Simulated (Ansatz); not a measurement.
# BN tubes

These are PBE (plane waves to 420 eV, PAW; Ansatz, a first-principles code) values and carry that method's errors. Each body is periodic along its axis alone, with about 11 Å of vacuum beside it. Idealised models, rolled from the flat sheet. Each keeps the symmetry and period of its start, and lower forms weren't sought.

```
body    diameter (Å)  x = 1/diameter²  energy over the flat sheet (meV/atom)
------  ------------  ---------------  -------------------------------------
(5,0)           4.15           0.0581                                    332
(3,3)           4.24           0.0556                                    293
(4,4)           5.61           0.0318                                    168
(9,0)           7.27           0.0189                                    102
(10,0)          8.06           0.0154                                     83
(6,6)           8.35           0.0143                                     76
(12,0)          9.65           0.0107                                     58
(7,7)           9.73           0.0106                               withheld
```

Q: Fit a straight line in x to the 7 rows given and predict the withheld one.

A: Bending a plate to a radius R costs an energy that goes as 1/R². Least squares through the means (x̄ = 0.0293, ȳ = 158.9) gives y = -3 + 5540 x, which misses the given rows by 13 meV/atom at most. At x = 0.0106 it predicts 56 meV/atom, outside the fitted range. The calculation gives 56 meV/atom, so the line is off by 0 meV/atom.
